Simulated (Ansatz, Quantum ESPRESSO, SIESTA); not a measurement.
# One structure in several programs: NiO₂ (P1, 6 atoms in the cell)

Self-consistent single point, at a second geometry (atoms moved at random). First geometry:

```yaml
crystal:
  lattice:
    - [2.91215, 0.00000, 0.00000]
    - [-1.45608, 2.52200, 0.00000]
    - [0.00000, 0.00000, 10.55527]
  atoms:
    - { symbol: Ni, position: [0.00000, 0.00000, 0.00000], spin: 2.0 }
    - { symbol: Ni, position: [0.00000, 0.00000, 0.50000], spin: 2.0 }
    - { symbol: O, position: [0.66667, 0.33333, 0.08908] }
    - { symbol: O, position: [0.33333, 0.66667, 0.91092] }
    - { symbol: O, position: [0.33333, 0.66667, 0.58908] }
    - { symbol: O, position: [0.66667, 0.33333, 0.41092] }
```
(The spins are starting values, not results.)

Second geometry:
```yaml
crystal:
  lattice:
    - [2.91215, 0.00000, 0.00000]
    - [-1.45608, 2.52200, 0.00000]
    - [0.00000, 0.00000, 10.55527]
  atoms:
    - { symbol: Ni, position: [0.99505, 0.99222, 0.99935], spin: 2.0 }
    - { symbol: Ni, position: [0.01579, 0.01869, 0.50231], spin: 2.0 }
    - { symbol: O, position: [0.67621, 0.34111, 0.08771] }
    - { symbol: O, position: [0.32424, 0.67183, 0.91251] }
    - { symbol: O, position: [0.31867, 0.65590, 0.58655] }
    - { symbol: O, position: [0.67005, 0.32024, 0.41158] }
```
(The spins are starting values, not results.)

Shared settings, as Ansatz (a quantum-chemistry and plane-wave program) writes them: kpoints.mp_grid.grid = 10 10 3; scf.occupations.method = fermi_dirac; scf.occupations.width = 0.1 eV. Potentials and cutoffs stand in the table.

```json
[
 {"code": "Quantum ESPRESSO", "model": "PBEsol, PSlibrary PAW (PBE) pseudopotentials", "ΔF from the first geometry (meV/atom)": "7.6", "pressure (GPa)": "-12.40", "largest force (eV/Å)": "1.679", "gap on the mesh (eV)": "0.853", "cutoff": "55 Ry"},
 {"code": "SIESTA", "model": "GGA PBEsol, numerical atomic orbitals DZP, PseudoDojo PBEsol standard norm-conserving potentials (rewritten from UPF to PSML)", "ΔF from the first geometry (meV/atom)": "8.7", "pressure (GPa)": "-13.89", "largest force (eV/Å)": "1.672", "gap on the mesh (eV)": "0.825", "cutoff": "grid 300 Ry"},
 {"code": "Ansatz", "model": "PBEsol, PAW files made with PBE", "ΔF from the first geometry (meV/atom)": "6.1", "pressure (GPa)": "-13.55", "largest force (eV/Å)": "1.625", "gap on the mesh (eV)": "–", "cutoff": "default"}
]
```

Size of the force on each atom (eV/Å): Sizes of forces hide their directions.

```csv
code,Ni1,Ni2,O3,O4,O5,O6
Quantum ESPRESSO,0.694,1.679,0.895,0.729,0.888,1.241
SIESTA,0.682,1.672,0.798,0.637,0.883,1.150
Ansatz,0.666,1.625,0.961,0.785,0.870,1.300
```

A dash marks a value that a program does not give, or that is left out as unsure.

No gap is tabulated for Ansatz: it is not read from that output, or partly filled or unconverged empty levels leave it unsure.

Gaps are read on the mesh.

On Ansatz's run: the starting moments vanished: the run ended non-magnetic, which need not be the lowest state. The program warned that a starting moment was not kept.

The spread over the programs that give each value: ΔF from the first geometry within 2.6 meV/atom; pressure within 1.49 GPa; largest force within 0.054 eV/Å; gap on the mesh within 0.028 eV.

SIESTA uses small atom-centred bases, whose incompleteness enters pressures, forces and empty levels differently from a plane-wave cutoff. Ansatz's pressure is given at a fixed set of plane waves, as the other plane-wave codes print theirs; with its correction for the finite basis it is -13.13 GPa (the shift of 0.42 GPa shows how far the cutoff is from converged). In the force vectors, SIESTA (by 0.165) lies more than 0.08 eV/Å from the median of the plane-wave programs.

The starting cell comes from a database of computed structures (which also holds hypothetical and non-ambient phases and stackings), without a prior relaxation at this level. For this run, on top of that: atoms moved at random.

Keys are those of Ansatz 0.2.
